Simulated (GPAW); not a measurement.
Input and output of a relaxation of the atoms for Ge (P3m1, 4 atoms in the cell) (GPAW).

Level of theory: LDA (Perdew-Wang 92), GPAW PAW datasets LDA (gpaw-data 1.0.1) (plane waves; GPAW 25.7.0).

The change in words: one atom moved by 0.15 angstrom; optimizer: default → LBFGS; fmax: default → 0.03 eV/Å. Reference geometry:
```
CELL_PARAMETERS angstrom
      3.97760     0.00000     0.00000
     -1.98880     3.44470     0.00000
      0.00000     0.00000     6.56638
ATOMIC_POSITIONS crystal
  Ge 0.66667 0.33333 0.06290
  Ge 0.33333 0.66667 0.93710
  Ge 0.33333 0.66667 0.56290
  Ge 0.66667 0.33333 0.43710
```

Reference input (self-consistent single point, DFT LDA (Perdew-Wang 92), plane waves, GPAW PAW datasets LDA (gpaw-data 1.0.1)): mode = pw; ecut = 600 eV; xc = LDA; kpts = 5 5 3; mesh shift (steps) = 0 0 0; occupations.name = fermi-dirac; occupations.width = 0.1 eV; nbands = -8; convergence.density = 1e-05 e/electron; symmetry.symmorphic = false; symmetry.tolerance = 0.0005; maxiter = 120. This run's input differs from it in these lines:

```diff
@@ -1,2 +1,3 @@
 from ase import Atoms
+from ase.optimize import LBFGS
 from ase.units import GPa
@@ -8,3 +9,3 @@
                     [0.000000, 0.000000, 6.566383]],
-              scaled_positions=[[0.666667, 0.333333, 0.062900],
+              scaled_positions=[[0.666667, 0.333333, 0.085744],
                                 [0.333333, 0.666667, 0.937100],
@@ -25,2 +26,8 @@
 
+opt = LBFGS(atoms, logfile='-')
+converged = opt.run(fmax=0.03, steps=40)
+print('Relaxation converged:', converged)
+print('Cell:', atoms.cell.cellpar().round(4))
+print(atoms.get_scaled_positions().round(5))
+
 energy = atoms.get_potential_energy()
```

Log, with long lists cut:

```
     iter     time        total  log10-change:
                         energy   eigst   dens
iter:   1 --:--:--   -20.666195
iter:   2 --:--:--   -20.646429   -2.45  -0.89
iter:   3 --:--:--   -20.587085   -1.71  -0.90
iter:   4 --:--:--   -20.471736   -2.98  -1.14
iter:   5 --:--:--   -20.470082   -4.12  -1.57
iter:   6 --:--:--   -20.448193   -3.32  -1.56
iter:   7 --:--:--   -20.446455   -3.83  -2.02
iter:   8 --:--:--   -20.446074c  -5.22  -2.59
iter:   9 --:--:--   -20.445964c  -5.67  -3.04
iter:  10 --:--:--   -20.445986c  -6.47  -3.06
iter:  11 --:--:--   -20.446000c  -7.07  -3.34
iter:  12 --:--:--   -20.446004c  -7.53c -3.41
iter:  13 --:--:--   -20.446011c  -6.82  -3.48
iter:  14 --:--:--   -20.446003c  -7.46c -3.69
iter:  15 --:--:--   -20.446006c  -8.28c -3.85
iter:  16 --:--:--   -20.446008c  -8.48c -3.93
iter:  17 --:--:--   -20.446010c  -7.78c -4.01
iter:  18 --:--:--   -20.446011c  -9.35c -4.36
iter:  19 --:--:--   -20.446010c  -8.76c -4.40
iter:  20 --:--:--   -20.446011c  -9.43c -4.72
iter:  21 --:--:--   -20.446010c  -9.93c -4.91
iter:  22 --:--:--   -20.446010c  -9.98c -5.03c
Converged after 22 iterations.

Dipole moment: (-0.017019, 0.009826, 1.854770) |e|*Ang

Energy contributions relative to reference atoms: (reference = -228071.270857)

Kinetic:        +54.389345
Potential:      -48.592396
External:        +0.000000
XC:             -26.238014
Entropy (-ST):   -0.025227
Local:           +0.007669
SIC:             +0.000000
--------------------------
Free energy:    -20.458623
Extrapolated:   -20.446010

Showing only first 2 kpts
 Kpt  Band  Eigenvalues  Occupancy
  0     6      5.70626    1.15412
  0     7      5.89975    0.32926
  0     8      6.16298    0.02795
  0     9      6.16303    0.02793

  1     6      5.52922    1.77812
  1     7      5.52926    1.77803
  1     8      6.12656    0.03998
  1     9      7.17269    0.00000

Fermi level: 5.73733

No gap
   [... lines left out ...]
Atomic positions and initial magnetic moments
Free energy:    -20.536300
Fermi level: 5.73829
No gap
Atomic positions and initial magnetic moments
Free energy:    -20.599258
Fermi level: 5.73599
No gap
Atomic positions and initial magnetic moments
Free energy:    -20.603853
   [... lines left out ...]
Relaxation converged: True
Cell: [  3.9776   3.9776   6.5664  90.      90.     120.    ]
[[0.66667 0.33333 0.06872]
 [0.33333 0.66667 0.94245]
 [0.33333 0.66667 0.56886]
 [0.66667 0.33333 0.44281]]
Energy (eV): -20.598364
Stress tensor:
     0.001495     0.000000    -0.000000
     0.000000     0.001495     0.000000
    -0.000000     0.000000     0.006474
Stress (GPa, Voigt): [ 0.2396  0.2396  1.0373  0.     -0.      0.    ]
```

The run converged. GPAW prints stress with tension positive. 

Summary of the result:
- Free energy E − TS (from the program's reference atoms): -20.6074 eV
- Fermi level (on the code's own zero): 5.74 eV
- Pressure: -0.51 GPa
- Largest force (vector length): 0.021 eV/Å
- Relaxation steps: 7

The starting cell comes from a database of computed structures (which also holds hypothetical and non-ambient phases and stackings), without a prior relaxation at this level. Its lattice was rescaled by up to half a per cent. For this run, on top of that: one atom moved by 0.15 angstrom. The relaxation keeps the symmetry of its start, so its end need not be a minimum.

Cost on one core of a shared machine: roughly 80 s.
